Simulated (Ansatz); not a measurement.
Base system: WC (space group P-6m2, No. 187; a = 2.913 Å, c = 2.836 Å; relaxed with 0.1 eV smearing). Axes: x lies along a and z along c of the hexagonal cell.

Structures relaxed with DFT with r2SCAN, PAW potentials and a 500 eV plane-wave cutoff in Ansatz (a quantum-chemistry and plane-wave program), no spin-orbit coupling, earlier PAW set.

Base:

Simulated powder pattern, Co Kα, λ = 1.79026 Å (kinematic, ideal powder, no thermal factors, no anomalous dispersion; the 8 strongest lines at most, above 2 %, up to 2θ = 90°):

```tsv
2θ (°)	I/Imax (%)	hkl
36.80	43	(001)
41.56	100	(100)
56.71	94	(101)
75.84	22	(110)
78.29	6.7	(002)
87.40	27	(111)
```

After one change:

Simulated powder pattern, Co Kα, λ = 1.79026 Å (kinematic, ideal powder, no thermal factors, no anomalous dispersion; the 8 strongest lines at most, above 2 %, up to 2θ = 90°):

```json
[
 {"2θ (°)": "37.07", "I/Imax (%)": "40"},
 {"2θ (°)": "40.65", "I/Imax (%)": "100"},
 {"2θ (°)": "56.18", "I/Imax (%)": "91"},
 {"2θ (°)": "73.97", "I/Imax (%)": "22"},
 {"2θ (°)": "78.96", "I/Imax (%)": "6.2"},
 {"2θ (°)": "85.76", "I/Imax (%)": "27"},
 {"2θ (°)": "88.01", "I/Imax (%)": "13"}
]
```

**Question.** Name the change that was made.
(A) uniaxial strain ε_xx = +2.72 %
(B) isotropic strain −0.52 %
(C) biaxial strain +2.15 %, plane normal [001], relaxed out of plane
(D) uniaxial strain ε_xx = +5.48 %

**Answer.** C, biaxial strain +2.15 %, plane normal [001], relaxed out of plane. Its volume per atom is 10.80 Å³ against 10.42 Å³, and its space group is P-6m2 (No. 187).

Whether these cells are dynamically stable was not tested. The final runs are not spin-polarised.
